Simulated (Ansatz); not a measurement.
We consider CsCl-type RuAl, described by Hartree–Fock (Ansatz, a quantum-chemistry and plane-wave program, PAW).

Run with plane-wave cutoff 460 eV, 10×10×10 k mesh, Fermi–Dirac smearing 0.05 eV, no spin polarisation, scalar-relativistic PAW data made under PBE.

Cell (relaxed at this level):

```
AlRu
1.0
    2.99347     0.00000     0.00000
    0.00000     2.99347     0.00000
    0.00000     0.00000     2.99347
Al Ru
1 1
Direct
  0.50000   0.50000   0.50000
  0.00000   0.00000   0.00000
```

Problem. Give the computed bulk modulus B0.

Solution. 
- bulk modulus B0: 226 GPa

Note: the run has no spin polarisation, so it can have missed a magnetic state.

Computed values are for the static lattice.

It cost about 21 core-minutes (a rough figure) of CPU time.
